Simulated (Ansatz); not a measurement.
For V3Sn (P6₃/mmc, No. 194; start mp-22211; another space group than a measured phase of this formula), LDA (plane waves, PAW; Ansatz, a quantum-chemistry and plane-wave program) gives:

```
Quantity                       Result
---------------------  --------------
lattice parameter a           5.514 Å
lattice parameter c           4.432 Å
enthalpy of formation  -0.041 eV/atom
```

Question: What does PBEsol (Ansatz, PAW) give for the same quantities?

Answer: 
- lattice constant a: 5.570 Å (goes up by 1.0 %)
- lattice parameter c: 4.474 Å (rises by 0.9 %)
- formation enthalpy: -0.048 eV/atom (moves by -0.007 eV/atom)

Changes are worked out from the printed values.

Unless a cell is named, each level is at its own relaxed cell (LDA 14.59, PBEsol 15.03 Å³/atom).

Levels without +SOC leave out spin–orbit coupling, which shifts energies and cells of such heavy elements.

The crystal itself was run without spin with LDA, PBEsol.

Caveats: the relaxation could not lower the start's symmetry, so the cell can be a saddle point above a distorted one (LDA, PBEsol). Ansatz's density-functional and Hartree–Fock values are scalar-relativistic unless marked +SOC, with PAW data made under PBE.

A start named mp-… is a Materials Project structure, which can be a computed phase never made.
